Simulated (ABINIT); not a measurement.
ABINIT run on Te (C2, 3 atoms in the cell): self-consistent single point.

Method of the run: LDA (PW92), norm-conserving pseudopotentials (PseudoDojo nc-sr-04 LDA standard) (plane waves; ABINIT).

```xyz
3
Lattice="2.2189 -3.8432 0.0000 2.2189 3.8432 0.0000 0.0000 0.0000 5.9004" Properties=species:S:1:pos:R:3 pbc="T T T"
Te     0.5836     1.0108     3.9336
Te     3.3206     0.0000     0.0000
Te     0.5836    -1.0108     1.9668
```

Reference input (self-consistent single point, DFT, LDA (PW92), plane waves, norm-conserving pseudopotentials (PseudoDojo nc-sr-04 LDA standard)): pseudos = [Te.upf]; ecut = 82 Ry; ixc = 7; occopt = 3; tsmear = 0.00073499 Ha; ngkpt = 3 3 2; nshiftk = 1; shiftk = 0 0 0; potentials = PseudoDojo nc-sr-04 LDA standard; nband = 31; kptopt = 1; nstep = 100. This run's input differs from it in these lines:

```diff
@@ -20,3 +20,3 @@
 tsmear 0.00073499
-nband 31
+nband 24
 kptopt 1
```

Output (repeated stretches shortened):

```
 wfconv:    24 bands initialized randomly with npw=  8550, for ikpt=     3
 wfconv:    24 bands initialized randomly with npw=  8517, for ikpt=     4
 wfconv:    24 bands initialized randomly with npw=  4252, for ikpt=     5
 wfconv:    24 bands initialized randomly with npw=  8542, for ikpt=     6
 wfconv:    24 bands initialized randomly with npw=  8502, for ikpt=     7
 wfconv:    24 bands initialized randomly with npw=  8542, for ikpt=     8
_setup2: Arith. and geom. avg. npw (full set) are    8523.944    8523.918
 initro: for itypat=  1, take pseudo charge density from pp file

 getcut: wavevector=  0.0000  0.0000  0.0000  ngfft=  50  50  72
         ecut(hartree)=     41.000   => boxcut(ratio)=   2.06905

 1/G**2 cut-off applied in the following step : cutoff-mode = CRYSTAL

 1/G**2 cut-off applied in the following step : cutoff-mode = CRYSTAL

 1/G**2 cut-off applied in the following step : cutoff-mode = CRYSTAL

 ITER STEP NUMBER     1
 Max number of non-self-consistent loops: 2

 newocc:
  The calling routine gives nelect=   0.48000000D+02
  The lowest bound is  -0.12151607D+01, with nelect=  0.00000000D+00
  The highest bound is   0.36540814D+00, with nelect=  0.48000000D+02

--- !BUG
src_file: m_occ.F90
src_line: 643
mpi_rank: 0
message: |

     newocc:
      The calling routine gives nelect=   0.48000000D+02
      The lowest bound is  -0.12151607D+01, with nelect=  0.00000000D+00
      The highest bound is   0.36540814D+00, with nelect=  0.48000000D+02
...

  Action: contact ABINIT group (please attach the output of `abinit -b`)

 abinit_abort: decision taken to exit. Check above messages for more info
Abort(13) on node 0 (rank 0 in comm 0): application called MPI_Abort(MPI_COMM_WORLD, 13) - process 0

--- !BUG
src_file: m_occ.F90
src_line: 643
mpi_rank: 0
message: |

     newocc:
      The calling routine gives nelect=   0.48000000D+02
      The lowest bound is  -0.12151607D+01, with nelect=  0.00000000D+00
      The highest bound is   0.36540814D+00, with nelect=  0.48000000D+02
...

  Action: contact ABINIT group (please attach the output of `abinit -b`)
```

The program stopped before any SCF iteration. 

The starting cell has typed, rounded lattice constants, without a prior relaxation at this level. Its lattice was rescaled by up to half a per cent. One atom was moved a little off its site on purpose.
